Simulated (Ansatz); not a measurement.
The starting structures come from a database of crystals and need not be the phases stable at ambient conditions.

By PBEsol, the system below comes out a metal.

Without scattering a metal conducts by its projected Fermi surface.

Consider the following.

```
CoTe
1.0
    3.90921     0.00000     0.00000
   -1.95461     3.38548     0.00000
    0.00000     0.00000     5.30352
Co Te
2 2
Cartesian
  0.00000   0.00000   2.65176
  0.00000   0.00000   0.00000
  1.95460   1.12849   3.97764
  0.00000   2.25698   1.32588
```

Space group of this cell: P6_3/mmc, NiAs type. The cell is taken as given; by PBEsol its mean pressure is -5.8 GPa.

The current flows along the normal of the first two printed cell vectors, the (001) plane of the conventional cell. No spin-orbit coupling; the value is a mean over 0.1 eV about the Fermi level.

Problem. Compute, with PBEsol in Ansatz (an electronic-structure program), the ballistic conductance per area.

Solution. 0.84 × 10¹⁵ S/m² for both spins.
